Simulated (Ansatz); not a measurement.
The parent structure is GaAs in the zinc blende structure (space group F-43m, No. 216).

```xyz
2
Lattice="0.0000 2.8333 2.8333 2.8333 0.0000 2.8333 2.8333 2.8333 0.0000" Properties=species:S:1:pos:R:3 pbc="T T T"
Ga     0.0000     0.0000     0.0000
As     1.4167     1.4167     1.4167
```

Cartesian axes are those of the cell as printed.

Level of theory: r2SCAN/PAW in Ansatz (a quantum-chemistry and plane-wave program), no spin-orbit coupling.

For the base:

```
Property                 Value
-------------  ---------------
Electron mass  0.051 mₑ (at Γ)
```

Now apply this change: tensile biaxial strain of 0.50 % in the plane normal to [001], as in epitaxy on a mismatched substrate; the out-of-plane cell vector and the atoms relax.

**Question.** Estimate the effect on the electron mass and in-plane stress.

**Answer.** The electron mass becomes 0.049 mₑ (at Γ) (base: 0.051 mₑ (at Γ)); the mean in-plane stress (compression positive) amounts to -0.6 GPa.

The levels and masses belong to the bands next to the band gap. Effective masses come from finite differences of ±0.01 Å⁻¹. No phonon test of stability was made.
